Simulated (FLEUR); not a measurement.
Band structure of RbBH4 (F-43m, 6 atoms in the cell).

```yaml
crystal:
  lattice:
    - [0.00000, 3.45324, 3.45324]
    - [3.45324, 0.00000, 3.45324]
    - [3.45324, 3.45324, 0.00000]
  atoms:
    - { symbol: Rb, position: [0.00000, 0.00000, 0.00000] }
    - { symbol: B, position: [0.50000, 0.50000, 0.50000] }
    - { symbol: H, position: [0.60242, 0.60242, 0.60242] }
    - { symbol: H, position: [0.19274, 0.60242, 0.60242] }
    - { symbol: H, position: [0.60242, 0.60242, 0.19274] }
    - { symbol: H, position: [0.60242, 0.19274, 0.60242] }
```

Method of the run: PBEsol, all-electron FLAPW (FLEUR), scalar-relativistic valence.

Settings: Kmax = 4.7 1/bohr; GmaxXC = 16.4 1/bohr; xcFunctional = PBEs; jspins = 1; l_soc = F; mode = hist; fermiSmearingEnergy = 0.0001 Htr; mesh (inpgen div1-3) = 6 6 6; inpgen gamma flag = true; Gmax = 16.4 1/bohr; numbands = 0; maxIterBroyd = 40; imix = Anderson; alpha = 0.05.

The starting cell comes from a database of computed structures (which also holds hypothetical and non-ambient phases and stackings), without a prior relaxation at this level. Values depend on the basis (sphere radii, cutoffs, local orbitals), which need not be converged.

Levels in eV from the Fermi level, bands 5 to 12:
```json
[
 {"point": "Γ", "5": "-5.72", "6": "0.00", "7": "0.00", "8": "0.00", "9": "6.16", "10": "7.51", "11": "7.51", "12": "7.51"},
 {"point": "X", "5": "-5.33", "6": "-0.75", "7": "-0.11", "8": "-0.11", "9": "5.90", "10": "8.25", "11": "9.73", "12": "10.23"},
 {"point": "W", "5": "-5.17", "6": "-0.75", "7": "-0.39", "8": "-0.16", "9": "7.18", "10": "7.58", "11": "8.93", "12": "10.23"},
 {"point": "K", "5": "-5.18", "6": "-0.79", "7": "-0.29", "8": "-0.19", "9": "6.64", "10": "8.40", "11": "9.01", "12": "10.10"},
 {"point": "L", "5": "-4.97", "6": "-1.11", "7": "-0.26", "8": "-0.26", "9": "7.19", "10": "8.34", "11": "9.69", "12": "9.69"},
 {"point": "U", "5": "-5.18", "6": "-0.79", "7": "-0.29", "8": "-0.19", "9": "6.64", "10": "8.40", "11": "9.01", "12": "10.10"}
]
```
